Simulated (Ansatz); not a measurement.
Seebeck coefficient (μV/K, mean over directions) of n-type AlN (P6_3mc) against carrier density, Ansatz (a program for electronic structure) with PBEsol, rigid bands. Computed gap 4.10 eV; densities at which minority carriers matter at this gap, or further valleys turn the trend, are left out. Conductivity mass 0.31 mₑ (harmonic mean over directions), N_c = 4.2e18 cm⁻³ at 300 K.

```tsv
electron density	300 K	500 K
1e16 cm⁻³	-734	-801
1e17 cm⁻³	-535	-603
1e18 cm⁻³	___	___
3e18 cm⁻³	-248	___
1e19 cm⁻³	-156	-214
3e19 cm⁻³	-89	-135
1e20 cm⁻³	-43	-71
3e20 cm⁻³	-22	-37
```

**Question.** Complete the blanks.

**Answer.** 
- 1e18 cm⁻³, 300 K: -339
- 1e18 cm⁻³, 500 K: -405
- 3e18 cm⁻³, 500 K: -312

Rigid bands with a gap fixed in temperature, one relaxation time for all states, no polarons or phonon drag, and whether or not such doping can be reached. Spin-orbit coupling is left out.
